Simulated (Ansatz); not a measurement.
Start from an 8-atom supercell of CdS in the zinc blende structure (space group F-43m, No. 216; a = 5.878 Å) at its relaxed geometry.

The values are results of r2SCAN (Ansatz, a program for electronic structure; PAW; 500 eV plane waves; spin-orbit coupling left out), not measurements.

Before the change:

| Item | Result |
|---|---|
| Pressure | 0.0 GPa |
| Mean distance from the defect site to its nearest host atoms | 255 pm |

Modification: a neutral Cd vacancy, atoms relaxed at fixed cell, starting from a slightly rattled geometry.

Question: What happens to the pressure, largest displacement of a host atom from its site in the perfect cell and mean distance from the defect site to its nearest host atoms?

Answer: The pressure goes from zero to -1.1 GPa; the largest displacement of a host atom from its site in the perfect cell amounts to 0.06 Å; the mean distance from the defect site to its nearest host atoms grows by 4.6 pm to 259 pm.

The magnetic state is the one reached from the starting moments; the real material's order can differ, and small cells can't hold many antiferromagnetic ones. The cell is small, so the values are those of an ordered compound at a high defect concentration; dilute-limit values will differ. A case with no gap was solved on a k-mesh chosen for an insulator, which is coarse for it. The defect cell is spin-polarised and ends with 2.0 μB.
